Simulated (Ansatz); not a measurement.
Consider the following.

```
CELL_PARAMETERS angstrom
      3.94595     0.00000     0.00000
      0.00000     3.94595     0.00000
      1.97298    -1.97298     2.67185
ATOMIC_POSITIONS crystal
  Si 0.00000 0.00000 0.00000
  Si 0.75000 0.75000 0.50000
```

No spin polarisation.

Level of theory: r2SCAN in Ansatz (plane waves to 500 eV, PAW, spin-orbit coupling left out). Γ-centred 10×10×10 mesh, Fermi–Dirac width 0.05 eV.

Q: What is the computed gap character?

A: Indirect, Γ → Γ–M (80 % along).

Q: Predict the mean in-plane stress (compression positive).

A: -4.3 GPa.

Q: Estimate the electron mass.

A: 0.92 mₑ along k, 0.20 mₑ across (off the special points).

Q: Estimate the valence-band top at Γ (three highest levels, from the VBM).

A: 0.00, -0.31, -0.31 eV.

The cells carry an imposed strain or load. Masses are band curvatures over ±0.01 Å⁻¹ around the edge. Along k means along the line from Γ to the band edge. Whether these cells are dynamically stable was not tested. The cell was made from Si in the diamond structure (space group Fd-3m, No. 227) by this change: biaxial strain +2.50 %, plane normal [001], relaxed out of plane.

Ansatz is a first-principles code.
